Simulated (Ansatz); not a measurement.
Input:

```
ZrS2
1.0
    3.57807     0.00000     0.00000
   -1.78903     3.09870     0.00000
    0.00000     0.00000     5.53982
Zr S
1 2
Cartesian
  0.00000   0.00000   0.00000
  0.00000   2.06580   1.46669
  1.78903   1.03290   4.07314
```

A single point on ZrS2, its geometry relaxed with PBEsol-D3(BJ).

All numbers come from PBEsol/PAW in Ansatz (a first-principles code), with spin-orbit coupling. Γ-centred 11×11×6 mesh, Fermi–Dirac width 0.05 eV.

Question: Predict the hole mass and band gap.

Answer: 
```json
{
  "hole_mass": "0.18 mₑ along c, 1.7 mₑ across (at Γ)",
  "band_gap": "0.29 eV"
}
```

Single points use the geometry relaxed with PBEsol-D3(BJ). Masses are band curvatures over ±0.01 Å⁻¹ around the edge. Whether these cells are dynamically stable was not tested. The cell is ZrS2 in the CdI2 type structure (space group P-3m1, No. 164; layered, stacked along the Cartesian z axis). The zero or small gap of ZrS2 can change with the level of theory.
